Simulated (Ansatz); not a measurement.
Cubic perovskite CsSnI₃ (cubic high-temperature phase), treated with revPBE (plane waves, PAW; Ansatz, a quantum-chemistry and plane-wave program).

Settings: plane-wave cutoff 520 eV, 6×6×6 k mesh, Fermi–Dirac smearing 0.01 eV, scalar-relativistic PAW data made under PBE.

Energies at three volumes about the minimum:

```
V (Å³/atom)  E − E_lowest (meV/atom)
-----------  -----------------------
51.407                          0.87
52.456                          0.00
53.505                          0.85
```

Task: Fit a parabola by hand: where is the minimum, what lattice constant follows, and what is the bulk modulus?

Result: Slopes: (0.00 − 0.87)/(52.456 − 51.407) = -0.829 and (0.85 − 0.00)/(53.505 − 52.456) = 0.810 meV/Å³. Curvature E″ = 2 × (0.810 − (-0.829))/(53.505 − 51.407) = 1.562 meV/Å⁶. From the middle of the first interval, the slope vanishes at V0 = 51.9315 − (-0.829)/1.562 = 52.462 Å³/atom. B = V0 E″ = 52.462 × 1.562 meV/Å³ × 0.1602 GPa per meV/Å³ = 13.1 GPa. With 5 atoms in the cube, a = (5 × 52.462)^(1/3) = 6.401 Å. The full Birch–Murnaghan fit to all volumes gives V0 = 52.441 Å³/atom and B0 = 13.1 GPa.

Note: the relaxation could not lower the start's symmetry, so the cell can be a saddle point above a distorted one.
